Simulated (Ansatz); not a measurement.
The parent structure is NaCl in the rock salt structure (space group Fm-3m, No. 225; a = 5.6015 Å). Axes: x, y, z lie along the cube axes.

Level of theory: PBEsol (Ansatz, an electronic-structure program, PAW, no spin-orbit coupling).

Before the change:

The band gap is 5.01 eV.

Modification: compressive biaxial strain of 2.50 % in the plane normal to [111], as in epitaxy on a mismatched substrate; the out-of-plane cell vector and the atoms relax.

**Question.** What does the calculation give for the band gap and out-of-plane strain after the change?

**Answer.** The band gap rises by 0.03 eV (5.01 eV → 5.04 eV); the out-of-plane strain is +2.13 %.

Stability against distortions was not tested.
